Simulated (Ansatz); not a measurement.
Base system: CaF2 in the fluorite structure (space group Fm-3m, No. 225; a = 5.420 Å).

Method: plane-wave PAW DFT at the PBEsol level (Ansatz, an electronic-structure program, 420 eV), spin-orbit coupling left out, earlier PAW set.

For the base:

```
Quantity                                    Value
-----------------------------  ------------------
Shortest interatomic distance             2.347 Å
Magnetic state                 not spin-polarised
Largest site moment                       0.00 μB
```

Perturbation: full substitution Ca → K, then cell and atoms are relaxed.

Tabulated Pauling electronegativity and covalent radius: Ca 1.00, 1.76 Å; K 0.82, 2.03 Å.

Q: How does this affect the shortest interatomic distance, magnetic state and largest site moment?

A: The shortest interatomic distance rises by 0.312 Å, from 2.347 Å to 2.659 Å; the magnetic state goes from not spin-polarised to ferromagnetic; the largest site moment goes from zero to 0.50 μB.

The magnetic state is the one reached from the starting moments; the real material's order can differ, and small cells can't hold many antiferromagnetic ones. No phonon test of stability was made. As relaxed here, KF2 is a hypothetical phase, not in the database extracts checked.
